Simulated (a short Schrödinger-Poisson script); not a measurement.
Stack: MOS inversion layer, Si3N4 on p-type Si(100), at 300 K.

| layer | material | thickness (nm) | Na (cm⁻³) |
|---|---|---|---|
| 1 | Si3N4 | 3.1 | - |
| 2 | Si | 580 | 5.4e17 |

The device is made up for the run: typed textbook-type constants, with dimensions and the other settings drawn at random. Si3N4: permittivity 7.5, conduction-band edge (eV) 1.95, gap (eV) 5.1, electron mass (mₑ) 0.5. Si: permittivity 11.7, conduction-band edge (eV) 0, gap (eV) 1.124, Nv at 300 K (cm⁻³) 3.1e19.

Channel valleys (confinement mass, in-plane density-of-states mass, number): Δ2 0.916, 0.19, 2; Δ4 0.19, 0.417, 4. At the gate the conduction-band edge of layer 1 lies 2.19 eV − eVg above the Fermi level of the channel; the field vanishes at the back. Gaps are held at their typed values at every temperature. Mesh 0.03 nm at interfaces.

From a short Schrödinger-Poisson script (our own, NumPy): 1D Poisson equation in equilibrium, electrons quantum, Hartree (BenDaniel-Duke, 12 states a valley, the channel's in-plane mass for all, wave functions ending at the dielectric), parabolic valleys, classical holes, full ionisation, no traps, pinning or gate leakage.

The same stack at other levels of the model or other numerical settings:

| run | sheet density of all electrons at Vg = 1.15 V (cm⁻²) | sheet density of all electrons at Vg = 0.55 V (cm⁻²) | capacitance at Vg = 1.15 V (μF/cm²) | centroid of the channel electrons at Vg = 1.15 V (nm) | rough cost against the base |
|---|---|---|---|---|---|
| base | 6.47e12 | 7.08e11 | 1.68 | 1.50 | about 1 |
| electrons treated as classical, Boltzmann | 8.59e12 | 1.49e12 | 2.00 | 0.40 | 0.04 |
| electrons treated as classical, Fermi-Dirac | 8.15e12 | 1.44e12 | 1.88 | 0.56 | 0.2 |
| mesh six times as coarse | 6.48e12 | 7.09e11 | 1.68 | 1.49 | 0.3 |
| one subband a valley | 6.45e12 | 6.96e11 | 1.68 | 1.46 | 0.5 |

The classical rows ignore confinement, and Boltzmann statistics overrate the density once the band edge passes the Fermi level.
